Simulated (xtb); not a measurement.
xtb 6.7.1, GFN2-xTB: CC1(C)c2ccccc2-c2ccc(/C=C/c3ccc4c(c3)oc3ccccc34)cc21, 52 atoms. The geometry is a generated start, not checked to be a minimum at this level.

```
Item                      Result
-----------------  -------------
run flags                 --grad
method                  GFN2-xTB
--acc                1 (default)
--etemp (K)        300 (default)
basis functions              142
valence electrons            144
```

One run each on 1 thread. Values of broydamp tried: 0.02, 0.05, 0.1, 0.2, 0.4 (default), 0.6, 0.8, 1.

### Question
Predict the course of the SCC iterations along this series.

### Answer
Fewest SCC iterations, within one of each other: 0.2 with 11, 0.4 (default) with 11, 0.6 with 12, 0.8 with 12. The count rises to 18 at 0.02. All converge to one solution.

| broydamp | SCC iterations | end |
|---|---|---|
| 0.02 | 18 | same solution |
| 0.05 | 15 | same solution |
| 0.1 | 14 | same solution |
| 0.2 | 11 | same solution |
| 0.4 (default) | 11 | same solution |
| 0.6 | 12 | same solution |
| 0.8 | 12 | same solution |
| 1 | 13 | same solution |
